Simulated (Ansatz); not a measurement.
We look at the formation energy of CsI (CsCl type, Pm-3m) from the elements. Reaction: I (Cmce) + Cs (bcc) → CsI (CsCl type). A negative value means that the right-hand side lies lower. The value is per atom of the solid.

CsI (CsCl type, Pm-3m), 2 atoms in the cell, k-point mesh 8×8×8 on the run's own vectors.
```cif
data_CsI
_chemical_formula_sum 'Cs1 I1'
_space_group_name_H-M_alt 'Pm-3m'
_space_group_IT_number 221
_space_group_name_Hall '-P 4 2 3'
_cell_length_a 4.56196
_cell_length_b 4.56196
_cell_length_c 4.56196
_cell_angle_alpha 90.000
_cell_angle_beta 90.000
_cell_angle_gamma 90.000
loop_
_atom_site_label
_atom_site_type_symbol
_atom_site_symmetry_multiplicity
_atom_site_Wyckoff_symbol
_atom_site_fract_x
_atom_site_fract_y
_atom_site_fract_z
_atom_site_occupancy
Cs1 Cs 1 a 0.00000 0.00000 0.00000 1
I1 I 1 b 0.50000 0.50000 0.50000 1
```

I (Cmce), 4 atoms in the cell, k-point mesh 10×10×4 on the run's own vectors. Conventional cell: a = 7.3477 Å, b = 4.4864 Å, c = 9.6503 Å, α = β = γ = 90.00°.

Cs (bcc, Im-3m), 1 atom in the cell, k-point mesh 14×14×14 on the run's own vectors. Conventional cell: a = b = c = 6.040 Å, α = β = γ = 90.00°.

All numbers come from Ansatz (a first-principles code), plane waves with PAW, its default PAW set, cutoff 420 eV, 500 eV for r2SCAN. The structures are at rest with PBE+D3(BJ); other levels are single points on them. HSE06 runs on coarser k-point meshes, mended by the PBE difference between the two meshes. Some cells are metallic or hold partly filled levels, where a hybrid on a coarse mesh is less sure. Neutral cells; Fermi-Dirac smearing of at most 0.10 eV in the solids, energies taken to zero width. The lattices are those relaxed with PBE+D3(BJ), so at other levels the solids can be strained, which adds to the spread. A dispersion term (D3(BJ), or D4 for r2SCAN) was computed beside these levels and is taken off wherever the name lacks it. Static lattices, no vibrational contributions. The runs are scalar-relativistic, without spin-orbit coupling.

Task: What value does PBE give?

Result: -1.55 eV/atom, for I (Cmce) + Cs (bcc) → CsI (CsCl type).

Task: How does the value move with the functional?

Result: 
```
Functional  value (eV/atom)  less PBE
----------  ---------------  --------
r2SCAN                -1.79     -0.24
r2SCAN+D4             -1.79     -0.24
HSE06                 -1.70     -0.15
```

The levels span 0.24 eV/atom, from r2SCAN (-1.79) to PBE (-1.55).
